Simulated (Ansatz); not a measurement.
GaAs, alloy series

The reference is GaAs in the zinc blende structure (space group F-43m, No. 216).

GaAs is taken in the cubic space group F-43m (No. 216), the zinc blende structure, Pearson symbol cF8. Cell: a = b = c = 5.6594 Å, α = β = γ = 90.00°. As on 4c is surrounded by 4 Ga at 2.451 Å (tetrahedral). Ga on 4a has 4 As at 2.451 Å (tetrahedral). (Neighbours: up to the widest gap in distance over summed covalent radii, below 1.35, at either atom; cation-cation and far metal-metal contacts left out.)
(The calculation used a cell of 2 atoms; values per cell refer to that cell.)

The other end (x = 1) is InAs in the zinc blende structure (space group F-43m, No. 216): 28.20 Å³/atom, gap zero.

In replaces a fraction x of Ga; each row is one arrangement (x, atoms in the cell, starting space group or random), fully relaxed.

Calculations: Ansatz (a first-principles code), PBEsol, PAW, cutoff 420 eV, no spin-orbit coupling, earlier PAW set.

```tsv
In fraction x	volume per atom (Å³/atom)
0	22.658
0.25 (P-4m2, 8 atoms)	23.984
0.333 (P3m1, 6 atoms)	?
0.5 (P-4m2, 4 atoms)	25.344
0.75 (Amm2, 8 atoms)	26.785
1	28.201
```

Fit V(x) = (1 − x) V(0) + x V(1) − b x(1 − x) with the ends held (b = 0 is Vegard's rule) to the rows shown and predict the withheld row.

Least squares on the printed values gives b = 0.29 Å³/atom, against 24.504 Å³/atom from the straight line alone (largest residual 0.024 Å³/atom); this predicts 24.440 Å³/atom, and the run gives 24.489 Å³/atom, 0.049 higher.

These are small ordered cells, not random alloys; other orderings at the same x differ. Whether these cells are dynamically stable was not tested. The final runs are not spin-polarised. Gaps under 0.05 eV, about the width of the smearing, are given as zero. The zero or small gap of InGa3As4, InAs, InGa2As3 and InGaAs2 can change with the level of theory.
